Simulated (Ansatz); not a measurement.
The starting structures come from a database of crystals and need not be the phases stable at ambient conditions.

Consider the following.

```xyz
3
Lattice="3.6294 0.0000 0.0000 0.0000 3.6294 0.0000 1.8147 -1.8147 2.5161" Properties=species:S:1:pos:R:3 pbc="T T T"
Hf     0.0000     0.0000     0.0000
O      1.8147     0.0000     1.2580
O      3.6294     1.8147     1.2580
```

Space group of this cell: I4/mmm. The cell is strained (lengths across the current scaled by 1.02, ions clamped); by r2SCAN its mean pressure is -6.2 GPa.

Transport runs along the normal of the first two printed cell vectors, the (001) (indices of the unstrained crystal) plane of the conventional cell.

The gap is the functional's own. No spin-orbit coupling. Mid-gap values are interpolated on the energy grid.

State the band gap and the smallest decay constant κ at mid-gap according to r2SCAN run with Ansatz (a program for electronic structure).

Gap 4.08 eV on a 12×12×12 mesh; κ = 0.299 1/Å, at the zone centre.
